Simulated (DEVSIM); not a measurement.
Structure: Pd/AlN/n-GaAs capacitor, at 300 K.

Layer 1 from the left is AlN, thickness (nm) 3.10. Layer 2 from the left is GaAs, thickness (nm) 3300, Nd (cm⁻³) 3.9e16.

Metal gate on the left, work function 5.2 eV. Fixed charge at the semiconductor interface 0 cm⁻² (in units of +e); interface traps 1e10 cm⁻² eV⁻¹, uniform in energy, neutral level at 0.7 of the gap above the valence band.

Constants are typed, rounded textbook-type inputs, not results; the design itself was drawn at random and stands for no fabricated device. Values at 300 K.

AlN: gap (eV) 6.1, affinity (eV) 1.9, permittivity 8.5. GaAs: gap (eV) 1.424, affinity (eV) 4.07, permittivity 12.9, Nc (cm⁻³) 4.7e17, Nv (cm⁻³) 9e18.

Model (solved in DEVSIM): 1D Poisson equation in equilibrium, Boltzmann statistics, complete ionisation; no quantum confinement or tunnelling. Metal contacts follow the ideal Schottky-Mott rule: no Fermi-level pinning, no interface dipoles.

Problem. What does the simulation give for the threshold voltage (band bending 2φF), the flat-band voltage, the minimum of the low-frequency capacitance?

Solution. threshold voltage (band bending 2φF) -0.21 V; flat-band voltage 1.07 V; minimum of the low-frequency capacitance 0.0584 μF/cm².
